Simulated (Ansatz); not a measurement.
The starting structures come from a database of crystals and need not be the phases stable at ambient conditions.

 Where the default PAW files enter, the runs use the earlier of Ansatz's two default sets.

Evanescent states of Cd₂SeS (P3m1, not sure to be the ambient phase, 4 atoms a cell, 28.0 Å³ an atom, -2 GPa at this level) along the normal of (100)

The numbers are results of r2SCAN (plane waves, PAW; Ansatz, a program for electronic structure), not measurements.

No gap correction and no spin-orbit coupling; mid-gap values are interpolated between computed energies.

Energies count from the valence-band top; κ is the least over a 8×4 mesh across the current.

| E (eV) | κ (1/Å) | where |
|---|---|---|
| 0.04 | 0.033 | Γ |
| 0.10 | 0.055 | Γ |
| 0.17 | 0.068 | Γ |
| 0.24 | 0.078 | Γ |
| 0.32 | 0.085 | Γ |
| 0.39 | 0.090 | Γ |
| 0.46 | 0.093 | Γ |
| 0.53 | 0.095 | Γ |
| 0.59 | 0.095 | Γ |
| 0.67 | 0.094 | Γ |
| 0.73 | 0.091 | Γ |
| 0.81 | 0.087 | Γ |
| 0.88 | 0.081 | Γ |
| 0.94 | 0.073 | Γ |
| 1.01 | 0.061 | Γ |
| 1.08 | 0.043 | Γ |

Task: How thick must the barrier be to attenuate the transmission by 10^4 when the electrodes' Fermi level lies at 0.10 eV, and what attenuation does that film give at 0.39 eV?

Result: d = 4 ln 10 / (2 × 0.055) = 83.7 Å. At 0.39 eV it gives 4 × 0.090/0.055 = 6.5 decades.
